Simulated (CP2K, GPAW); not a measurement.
A CP2K input for a self-consistent single point of MnS (Fm-3m, 4 atoms in the cell) (DFT LDA (Pade form), GPW, DZVP-MOLOPT-SR-GTH basis, GTH-PADE potentials (GTH_POTENTIALS)):

```
&GLOBAL
  PROJECT calc
  RUN_TYPE ENERGY_FORCE
  PRINT_LEVEL MEDIUM
&END GLOBAL
&FORCE_EVAL
  METHOD Quickstep
  STRESS_TENSOR ANALYTICAL
  &DFT
    BASIS_SET_FILE_NAME BASIS_MOLOPT
    POTENTIAL_FILE_NAME GTH_POTENTIALS
    UKS T
    MULTIPLICITY 1
    &QS
      METHOD GPW
      EPS_DEFAULT 1E-11
    &END QS
    &MGRID
      CUTOFF 600
      REL_CUTOFF 50
      NGRIDS 5
    &END MGRID
    &SCF
      SCF_GUESS ATOMIC
      EPS_SCF 1E-6
      MAX_SCF 100
      ADDED_MOS 8 8
      &DIAGONALIZATION
        ALGORITHM STANDARD
      &END DIAGONALIZATION
      &MIXING
        METHOD BROYDEN_MIXING
        ALPHA 0.3
        NBUFFER 12
        BETA 1.5
      &END MIXING
      &SMEAR ON
        METHOD FERMI_DIRAC
        ELECTRONIC_TEMPERATURE [K] 232.09
      &END SMEAR
    &END SCF
    &KPOINTS
      SCHEME MONKHORST-PACK 6 6 6
      GAMMA_CENTERED T
    &END KPOINTS
    &XC
      &XC_FUNCTIONAL PADE
      &END XC_FUNCTIONAL
    &END XC
    &PRINT
      &MO
        EIGENVALUES T
        OCCUPATION_NUMBERS T
        NDIGITS 8
        FILENAME mo
        &EACH
          QS_SCF 0
        &END EACH
        ADD_LAST NUMERIC
      &END MO
      &MULLIKEN ON
      &END MULLIKEN
    &END PRINT
  &END DFT
  &SUBSYS
    &CELL
      A 6.23589600 0.00000000 0.00000000
      B 5.19658000 3.44702100 0.00000000
      C 5.19658000 1.56682800 3.07034300
      PERIODIC XYZ
    &END CELL
    &COORD
      SCALED
      Mn1      0.00000000     0.00000000     0.00000000
      Mn2      0.50000000     0.50000000     0.50000000
      S        0.25000000     0.25000000     0.25000000
      S        0.75000000     0.75000000     0.75000000
    &END COORD
    &KIND Mn1
      ELEMENT Mn
      BASIS_SET DZVP-MOLOPT-SR-GTH
      POTENTIAL GTH-PADE-q15
      MAGNETIZATION 5
    &END KIND
    &KIND Mn2
      ELEMENT Mn
      BASIS_SET DZVP-MOLOPT-SR-GTH
      POTENTIAL GTH-PADE-q15
      MAGNETIZATION -5
    &END KIND
    &KIND S
      BASIS_SET DZVP-MOLOPT-SR-GTH
      POTENTIAL GTH-PADE-q6
    &END KIND
  &END SUBSYS
  &PRINT
    &FORCES ON
    &END FORCES
    &STRESS_TENSOR ON
    &END STRESS_TENSOR
  &END PRINT
&END FORCE_EVAL
```

**Question.** Write the same calculation as an input for GPAW.

**Answer.** This is the input that was run; spellings and numerical settings could be chosen otherwise.

```python
from ase import Atoms
from ase.units import GPa
from gpaw import GPAW

atoms = Atoms(['Mn', 'Mn', 'S', 'S'],
              cell=[[5.091588, 2.545794, 2.545794],
                    [2.545794, 5.091588, 2.545794],
                    [2.545794, 2.545794, 5.091588]],
              scaled_positions=[[0.000000, 0.000000, 0.000000],
                                [0.500000, 0.500000, 0.500000],
                                [0.250000, 0.250000, 0.250000],
                                [0.750000, 0.750000, 0.750000]],
              pbc=True)

atoms.set_initial_magnetic_moments([5.0, -5.0, 0.0, 0.0])

calc = GPAW(spinpol=True,
            mode={'name': 'pw', 'ecut': 800},
            xc='LDA',
            kpts={'size': (6, 6, 6), 'gamma': True},
            occupations={'name': 'fermi-dirac', 'width': 0.02},
            nbands=-6,
            convergence={'density': 1e-05, 'bands': -4},
            symmetry={'symmorphic': False, 'tolerance': 0.0005},
            maxiter=150,
            txt='-')

atoms.calc = calc

energy = atoms.get_potential_energy()
print('Energy (eV):', round(energy, 6))
forces = atoms.get_forces()
print('Forces (eV/Ang):')
print(forces.round(5))
stress = atoms.get_stress()
print('Stress (GPa, Voigt):', (stress / GPa).round(4))
```

Basis settings and potentials, where a program has them, do not carry over. This input uses DFT LDA (Perdew-Wang 92), plane waves, GPAW PAW datasets LDA (gpaw-data 1.0.1). LDA parametrisations can differ slightly between programs. Both were run: pressure -5.96 GPa in CP2K and -6.56 in GPAW; gap on the mesh 0.650 eV in CP2K and 0.185 in GPAW; size of the net moment 0.00 μB/atom in CP2K and 0.00 in GPAW.

On CP2K: the starting cell has typed, rounded lattice constants, without a prior relaxation at this level. Its lattice was rescaled by a random factor within 2.5 % of one. The magnetic order is the one reached from the typed start; others were not searched systematically. Values carry the incompleteness of an atom-centred basis. With a pressure of about -6 GPa the cell is away from its equilibrium volume at this level.

On GPAW: the starting cell has typed, rounded lattice constants, without a prior relaxation at this level. Its lattice was rescaled by a random factor within 2.5 % of one. The magnetic order is the one reached from the typed start; others were not searched systematically. With a pressure of about -7 GPa the cell is away from its equilibrium volume at this level.
